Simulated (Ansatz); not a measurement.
## MgO under a change: isotropic strain +1.00 %

Consider MgO in the rock salt structure (space group Fm-3m, No. 225; a = 4.214 Å).

One thing is altered: the cell is scaled by 1.0100 in all directions; the atoms relax in the strained cell.

Calculations: plane-wave PAW DFT at the PBEsol level (Ansatz, an electronic-structure program, 420 eV), no spin-orbit coupling. k-mesh 13×13×13 (Γ-centred); smearing 0.05 eV (Fermi–Dirac).

The volume per atom grows by 0.283 Å³, from 9.35 Å³ to 9.64 Å³ and the shortest interatomic distance increases by 0.021 Å, from 2.107 Å to 2.128 Å. The energy goes up by 4.0 meV/atom and the band gap falls by 0.28 eV (4.62 eV → 4.34 eV). The gap character remains direct at Γ and the mean gap deformation potential ΔEg/Δln V comes out as -9.4 eV. The width of the top valence band shrinks by 0.054 eV to 1.73 eV and the electron mass goes from 0.34 mₑ (at Γ) to 0.33 mₑ (at Γ). The hole mass (degenerate bands, along [100]) becomes 0.37, 2.1, 2.1 mₑ (at Γ) (base: 0.38, 2.1, 2.1 mₑ (at Γ)).

Masses are band curvatures over ±0.01 Å⁻¹ around the edge. No phonon test of stability was made.
